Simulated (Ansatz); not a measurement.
Rb3InF6: element substitutions

Start from Rb3InF6 (space group Fm-3m, No. 225; a = 9.359 Å; a cell from a computed database, its experimental status unchecked).

Each row replaces one element on all its sites; cell and atoms are relaxed.

All numbers come from Kohn–Sham DFT with the r2SCAN functional, run in Ansatz (a quantum-chemistry and plane-wave program) with PAW and 500 eV plane waves, scalar-relativistic without spin-orbit coupling.

Base values:

```
Quantity               Value
-------------------  -------
Lattice parameter a  9.359 Å
```

**Question.** The aim is a lattice parameter a between 10.707 Å and 11.674 Å. Which of these changes reaches it?
A) F → Cl
B) In → Al
C) In → Ga

**Answer.** A, F → Cl. It gives 11.127 Å; In → Ga gives 9.007 Å; In → Al gives 8.865 Å. Changes not listed may reach it too

Stability against distortions was not tested. For Rb3InCl6, Rb3GaF6 and Rb3AlF6 in this form, whether it has been made was not checked.
